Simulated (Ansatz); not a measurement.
```yaml
crystal:
  lattice:
    - [21.00000, 0.00000, 0.00000]
    - [0.00000, 14.50000, 0.00000]
    - [0.00000, 0.00000, 5.46035]
  atoms:
    - { symbol: S, position: [0.26836, 0.39281, 0.65817] }
    - { symbol: Mo, position: [0.28058, 0.50000, 0.35424] }
    - { symbol: S, position: [0.26836, 0.60719, 0.65817] }
    - { symbol: S, position: [0.34880, 0.38988, 0.16233] }
    - { symbol: Mo, position: [0.34435, 0.50000, 0.84110] }
    - { symbol: S, position: [0.34880, 0.61012, 0.16233] }
    - { symbol: S, position: [0.42254, 0.39392, 0.66793] }
    - { symbol: Mo, position: [0.42395, 0.50000, 0.32814] }
    - { symbol: S, position: [0.42254, 0.60608, 0.66793] }
    - { symbol: S, position: [0.50000, 0.39185, 0.16646] }
    - { symbol: Mo, position: [0.50000, 0.50000, 0.83309] }
    - { symbol: S, position: [0.50000, 0.60815, 0.16646] }
    - { symbol: S, position: [0.57746, 0.39392, 0.66793] }
    - { symbol: Mo, position: [0.57605, 0.50000, 0.32814] }
    - { symbol: S, position: [0.57746, 0.60608, 0.66793] }
    - { symbol: S, position: [0.65120, 0.38988, 0.16233] }
    - { symbol: Mo, position: [0.65565, 0.50000, 0.84110] }
    - { symbol: S, position: [0.65120, 0.61012, 0.16233] }
    - { symbol: S, position: [0.73164, 0.39281, 0.65817] }
    - { symbol: Mo, position: [0.71942, 0.50000, 0.35424] }
    - { symbol: S, position: [0.73164, 0.60719, 0.65817] }
```

All values below come from PBE (plane waves to 420 eV, PAW; Ansatz, a quantum-chemistry and plane-wave program). Mesh 1×1×6. No spin polarisation, so a magnetic state wasn't tested. Isolated but for its images some 11 Å away. An idealised model, cut from the flat sheet. It keeps the symmetry and period of its start, so it need not be a minimum against all distortions. Values not marked SOC lack spin–orbit coupling.

### Question
Tabulate the two highest filled and two lowest empty levels along the axis, from the valence top.

### Answer
| k (2π/c) | v2 (eV) | v1 (eV) | c1 (eV) | c2 (eV) |
|---|---|---|---|---|
| 0.000 | -0.21 | 0.00 | 0.47 | 0.48 |
| 0.042 | -0.20 | -0.01 | 0.47 | 0.48 |
| 0.083 | -0.21 | -0.04 | 0.47 | 0.49 |
| 0.125 | -0.21 | -0.07 | 0.47 | 0.52 |
| 0.167 | -0.22 | -0.12 | 0.46 | 0.53 |
| 0.208 | -0.23 | -0.17 | 0.45 | 0.53 |
| 0.250 | -0.24 | -0.21 | 0.46 | 0.54 |
| 0.292 | -0.24 | -0.24 | 0.46 | 0.54 |
| 0.333 | -0.26 | -0.25 | 0.48 | 0.55 |
| 0.375 | -0.27 | -0.25 | 0.49 | 0.54 |
| 0.417 | -0.27 | -0.25 | 0.51 | 0.54 |
| 0.458 | -0.28 | -0.24 | 0.52 | 0.54 |
| 0.500 | -0.28 | -0.24 | 0.52 | 0.54 |
